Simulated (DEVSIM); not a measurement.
Structure: Cr/SiO2/p-Si capacitor, at 400 K.

| layer (left to right) | material | thickness (nm) | Na (cm⁻³) |
|---|---|---|---|
| 1 | SiO2 | 3.00 | - |
| 2 | Si | 4400 | 1.7e16 |

Metal gate on the left, work function 4.5 eV. Fixed charge at the semiconductor interface 8.5e11 cm⁻² (in units of +e); no interface traps.

This is a model device: material constants are rounded textbook-type values typed into the input, and sizes, dopings and lifetimes were drawn at random. Values at 300 K; Nc and Nv go as T^1.5, mobilities as T to minus their exponent, the gap by Varshni's rule with the affinity fixed.

| parameter | SiO2 | Si |
|---|---|---|
| gap (eV) | 9 | 1.124 |
| affinity (eV) | 0.9 | 4.05 |
| permittivity | 3.9 | 11.7 |
| Nc (cm⁻³) | - | 2.86e19 |
| Nv (cm⁻³) | - | 3.1e19 |
| Varshni α (eV/K) | - | 0.000473 |
| Varshni β (K) | - | 636 |

Model (solved in DEVSIM): 1D Poisson equation in equilibrium, Boltzmann statistics, complete ionisation; no quantum confinement or tunnelling. Metal contacts follow the ideal Schottky-Mott rule: no Fermi-level pinning, no interface dipoles.

The substrate doping was swept, all else fixed.

```tsv
substrate doping (cm^-3)	minimum of the low-frequency capacitance (μF/cm²)	flat-band voltage (V)	threshold voltage (band bending 2φF) (V)
8.5e14	0.0190	-0.39	-0.03
1.7e15	0.0240	-0.41	-0.01
3.4e15	0.0314	-0.44	0.02
8.5e15	0.0458	-0.47	0.07
1.7e16	[?]	-0.49	[?]
3.4e16	0.0775	-0.51	0.16
```

Q: Fill in the missing entries.

A: 
- 1.7e16, minimum of the low-frequency capacitance (μF/cm²): 0.0581
- 1.7e16, threshold voltage (band bending 2φF) (V): 0.11
